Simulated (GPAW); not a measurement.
## Input and output of a self-consistent single point for CuGaSe₂ (I-42d, 8 atoms in the cell) (GPAW)

Computed with PBE, GPAW PAW datasets PBE (gpaw-data 1.0.1) (plane waves; GPAW 25.7.0).

This input was run:

```python
from ase import Atoms
from ase.units import GPa
from gpaw import GPAW, PW, FermiDirac

atoms = Atoms(['Ga', 'Ga', 'Cu', 'Cu', 'Se', 'Se', 'Se', 'Se'],
              cell=[[-2.829404, 2.829404, 5.557937],
                    [2.829404, -2.829404, 5.557937],
                    [2.829404, 2.829404, -5.557937]],
              positions=[[0.000000, 0.000000, 5.557937],
                         [2.829404, 0.000000, 2.778968],
                         [0.000000, 0.000000, 0.000000],
                         [0.000000, 2.829404, 2.778968],
                         [1.414702, 1.414702, 6.947421],
                         [1.414702, -1.414702, 4.168453],
                         [1.414702, 1.414702, 1.389484],
                         [-1.414702, 1.414702, 4.168453]],
              pbc=True)

calc = GPAW(mode=PW(850),
            xc='PBE',
            kpts=(3, 3, 3),
            occupations=FermiDirac(0.05),
            nbands=-8,
            convergence={'bands': -6},
            symmetry={'symmorphic': False, 'tolerance': 0.0005},
            maxiter=100,
            txt='-')

atoms.calc = calc

energy = atoms.get_potential_energy()
print('Energy (eV):', round(energy, 6))
forces = atoms.get_forces()
print('Forces (eV/Ang):')
print(forces.round(5))
stress = atoms.get_stress()
print('Stress (GPa, Voigt):', (stress / GPa).round(4))
```

Output (repeated stretches shortened):

```
Input parameters:
  convergence: {bands: -6}
  kpts: [3 3 3]
  maxiter: 100
  mode: {ecut: 850.0,
         name: pw}
  nbands: -8
  occupations: {fixmagmom: False,
                name: fermi-dirac,
                width: 0.05}
  symmetry: {symmorphic: False,
             tolerance: 0.0005}
  xc: PBE

species:
  Ga:
    name: Gallium
    Z: 31.0
    valence: 3
    core: 28
    charge: 0.0
    file: Ga.PBE.gz

    # Using partial waves for Ga as LCAO basis

  Cu:
    name: Copper
    Z: 29.0
    valence: 11
    core: 18
    charge: 0.0
    file: Cu.PBE.gz

    # Using partial waves for Cu as LCAO basis

  Se:
    name: Selenium
    Z: 34.0
    valence: 6
    core: 28
    charge: 0.0
    file: Se.PBE.gz

    # Using partial waves for Se as LCAO basis

Reference energy: -460226.375262  # eV

Spin-paired calculation

Convergence criteria:
 Maximum [total energy] change in last 3 cyles: 0.0005 eV / valence electron
 Maximum integral of absolute [dens]ity change: 0.0001 electrons / valence electron
 Maximum integral of absolute [eigenst]ate change: 4e-08 eV^2 / valence electron
 Maximum number of scf [iter]ations: 100

Symmetries present (total): 8
Symmetries with fractional translations: 4
27 k-points: 3 x 3 x 3 Monkhorst-Pack grid
6 k-points in the irreducible part of the Brillouin zone
       k-points in crystal coordinates                weights
   0:     0.00000000    0.00000000    0.00000000          1/27
   1:     0.33333333   -0.33333333    0.00000000          4/27
   2:     0.33333333   -0.33333333    0.33333333          4/27
   3:     0.33333333    0.00000000    0.00000000          8/27
   4:     0.33333333    0.33333333   -0.33333333          2/27
   5:     0.33333333    0.33333333    0.33333333          8/27

Wave functions: Plane wave expansion
  Cutoff energy: 850.000 eV
  Number of coefficients (min, max): 9990, 10033
  Pulay-stress correction: 0.000000 eV/Ang^3 (de/decut=0.000000)

Occupation numbers: Fermi-Dirac:
  width: 0.0500  # eV

Eigensolver

Densities:
  Coarse grid: 48*48*48 grid
  Fine grid: 96*96*96 grid
  Total Charge: 0.000000

Density mixing:
  Method: separate
  Backend: pulay
  Linear mixing parameter: 0.05
  old densities: 5
  Damping of long wavelength oscillations: 50

Hamiltonian:
  XC and Coulomb potentials evaluated on a 96*96*96 grid
  External potential:
    NoExternalPotential

XC parameters: PBE with 2 nearest neighbor stencil

Number of atoms: 8
Number of atomic orbitals: 42
Number of bands in calculation: 34
Number of valence electrons: 52
Bands to converge: 28

Density initialized from atomic densities
  34 bands from LCAO basis set

Atomic positions and initial magnetic moments

Positions:
   0 Ga     0.000000    0.000000    5.557937    ( 0.0000,  0.0000,  0.0000)
   1 Ga     2.829404    0.000000    2.778968    ( 0.0000,  0.0000,  0.0000)
   2 Cu     0.000000    0.000000    0.000000    ( 0.0000,  0.0000,  0.0000)
   3 Cu     0.000000    2.829404    2.778968    ( 0.0000,  0.0000,  0.0000)
   4 Se     1.414702    1.414702    6.947421    ( 0.0000,  0.0000,  0.0000)
   5 Se     1.414702   -1.414702    4.168453    ( 0.0000,  0.0000,  0.0000)
   6 Se     1.414702    1.414702    1.389484    ( 0.0000,  0.0000,  0.0000)
   7 Se    -1.414702    1.414702    4.168453    ( 0.0000,  0.0000,  0.0000)

Unit cell:
           periodic     x           y           z      points  spacing
  1. axis:    yes   -2.829404    2.829404    5.557937    48     0.1051
  2. axis:    yes    2.829404   -2.829404    5.557937    48     0.1051
  3. axis:    yes    2.829404    2.829404   -5.557937    48     0.0834

  Lengths:   6.848483   6.848483   6.848483
  Angles:  131.195124 131.195124  71.503251

Effective grid spacing dv^(1/3) = 0.1172

     iter     time        total  log10-change:
                         energy   eigst   dens
iter:   1 --:--:--   -32.289332   +0.44
iter:   2 --:--:--   -31.790724   -1.37  -1.18
iter:   3 --:--:--   -31.151053   -0.98  -1.20
iter:   4 --:--:--   -31.111291   -1.56  -1.29
iter:   5 --:--:--   -31.020469   -1.70  -1.45
iter:   6 --:--:--   -32.018749   -0.87  -1.71
iter:   7 --:--:--   -31.014796   -0.84  -1.62
iter:   8 --:--:--   -31.005409   -2.48  -2.36
iter:   9 --:--:--   -31.001578c  -2.42  -2.46
iter:  10 --:--:--   -31.019887c  -2.85  -2.58
iter:  11 --:--:--   -30.992620   -2.43  -2.46
iter:  12 --:--:--   -30.994893   -3.34  -2.97
iter:  13 --:--:--   -30.993768c  -4.98  -2.89
iter:  14 --:--:--   -30.992413c  -3.63  -2.88
iter:  15 --:--:--   -30.992558c  -4.31  -3.09
iter:  16 --:--:--   -30.992825c  -3.79  -3.11
iter:  17 --:--:--   -30.992501c  -5.30  -3.32
iter:  18 --:--:--   -30.992393c  -4.40  -3.40
iter:  19 --:--:--   -30.992545c  -4.35  -3.40
iter:  20 --:--:--   -30.992439c  -5.90  -3.62
iter:  21 --:--:--   -30.992392c  -5.64  -3.69
iter:  22 --:--:--   -30.992453c  -5.79  -3.76
iter:  23 --:--:--   -30.992415c  -6.06  -3.78
iter:  24 --:--:--   -30.992386c  -5.70  -3.98
iter:  25 --:--:--   -30.992407c  -6.14  -4.05c
iter:  26 --:--:--   -30.992390c  -6.45  -4.52c
iter:  27 --:--:--   -30.992392c  -8.07c -4.85c

Converged after 27 iterations.

Dipole moment: (0.541929, -0.541929, -0.000004) |e|*Ang

Energy contributions relative to reference atoms: (reference = -460226.375262)

Kinetic:        +44.786555
Potential:      -43.534174
External:        +0.000000
XC:             -32.352117
Entropy (-ST):   -0.004034
Local:           +0.109362
SIC:             +0.000000
--------------------------
Free energy:    -30.994409
Extrapolated:   -30.992392

Showing only first 2 kpts
 Kpt  Band  Eigenvalues  Occupancy
  0    24      5.00390    1.97028
  0    25      5.12915    1.68818
  0    26      5.28690    0.37514
  0    27      7.07754    0.00000

  1    24      4.47944    2.00000
  1    25      4.77260    1.99970
  1    26      6.80628    0.00000
  1    27      7.05161    0.00000

Fermi level: 5.21360

Gap: 0.158 eV
Transition (v -> c):
  (s=0, k=0, n=25, [0.00, 0.00, 0.00]) -> (s=0, k=0, n=26, [0.00, 0.00, 0.00])
No difference between direct/indirect transitions
Energy (eV): -30.992392

Forces in eV/Ang:
  0 Ga    0.00000    0.00000    0.00000
  1 Ga    0.00000    0.00000    0.00000
  2 Cu    0.00000    0.00000    0.00000
  3 Cu    0.00000    0.00000    0.00000
  4 Se    0.33639    0.00000   -0.00000
  5 Se    0.00000   -0.33639   -0.00000
  6 Se   -0.33639    0.00000   -0.00000
  7 Se    0.00000    0.33639    0.00000

Stress tensor:
    -0.011329     0.000000     0.000000
     0.000000    -0.011329     0.000000
     0.000000     0.000000    -0.011927
Stress (GPa, Voigt): [-1.8151 -1.8151 -1.9109  0.      0.      0.    ]
```

The run converged in 27 iterations. GPAW prints stress with tension positive.

The starting cell has typed, rounded lattice constants, without a prior relaxation at this level. Its lattice was rescaled by a random factor within 2.5 % of one. Spin polarisation is off.

Cost on one core of a shared machine: roughly 90 s.
